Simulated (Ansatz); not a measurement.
System: BSi₆As (model structure, I-42m, No. 121, 8 atoms in the cell). Method: PBE in Ansatz (plane waves, PAW).

Settings: plane-wave cutoff 520 eV, 10×10×10 k mesh, Fermi–Dirac smearing 0.01 eV, scalar-relativistic PAW data made under PBE.

Cell (relaxed at this level):

Space group I-42m (No. 121); a = b = 5.291 Å, c = 10.558 Å, α = β = γ = 90.00°

| atom | site | symmetry | x | y | z |
|---|---|---|---|---|---|
| B | 2a | -42m | 0.0000 | 0.0000 | 0.0000 |
| Si | 8i | ..m | 0.2170 | 0.2170 | 0.1179 |
| Si | 4d | -4.. | 0.0000 | 0.5000 | 0.2500 |
| As | 2b | -42m | 0.0000 | 0.0000 | 0.5000 |
(The calculation used a cell of 8 atoms; values per cell refer to that cell.)

Q: Estimate the bulk modulus B0 that the calculation returns.

A: 
- bulk modulus B0: 95.2 GPa

The run finds no gap.

Note: the bulk modulus is −V dP/dV from two relaxed cells at ±2 % in volume; the relaxation could raise the start's symmetry but not lower it, so the cell can be a saddle point.

Static lattice: no zero-point or thermal effects.

It cost about 4 core-minutes (a rough figure) of CPU time.

A model structure was made by putting elements into a prototype or built by hand; it is no filed structure, need not be a known phase, and can be a saddle point held by its symmetry.

Ansatz is a program for electronic structure.
